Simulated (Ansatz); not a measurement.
# PtAl (P2_13): resistivity and electron-phonon coupling

Here is the system:

```
AlPt
1.0
    4.86829     0.00000     0.00000
    0.00000     4.86829     0.00000
    0.00000     0.00000     4.86829
Al Pt
4 4
Cartesian
  4.10958   4.10958   4.10958
  3.19285   0.75871   1.67544
  1.67544   3.19285   0.75871
  0.75871   1.67544   3.19285
  0.74930   0.74930   0.74930
  1.68484   4.11898   3.18345
  3.18345   1.68484   4.11898
  4.11898   3.18345   1.68484
```

Method: PBEsol, DFPT electron-phonon coupling, linearised Boltzmann equation (plane waves, PAW, scalar-relativistic; Ansatz, an electronic-structure program). Cell: relaxed with this functional, without spin-orbit coupling.

```json
{
  "resistivity at 300 K": "24 μΩ·cm",
  "electron mean free path at 300 K (weighted by the current that each state carries)": "17.9 nm",
  "electron-phonon coupling λ": "0.160",
  "transport coupling λ_tr": "0.172",
  "logarithmic_mean_phonon_energy": "15.2 meV",
  "density of states at the Fermi level": "0.60 states/(eV·spin·cell)",
  "Tc for μ* = 0.10 (anisotropic Eliashberg)": "below 1 K",
  "Tc for μ* = 0.13 (anisotropic Eliashberg)": "below 1 K"
}
```

A metal at this level (no band gap). Only scattering by harmonic phonons is included (no impurities, grain boundaries, electron-electron scattering or thermal expansion). Spin-orbit coupling is left out, which matters with elements this heavy. Halving the electron mesh (20x20x20) moves the resistivity by up to 13 % at 300 K, the mean free path by up to 7 %, the coupling by up to 4 %. Smearing 0.20 eV; phonons on a 3x3x3 q mesh, which this run doesn't test. Tc comes from the anisotropic Migdal-Eliashberg equations with μ*, a chosen number, referred to 22 meV.
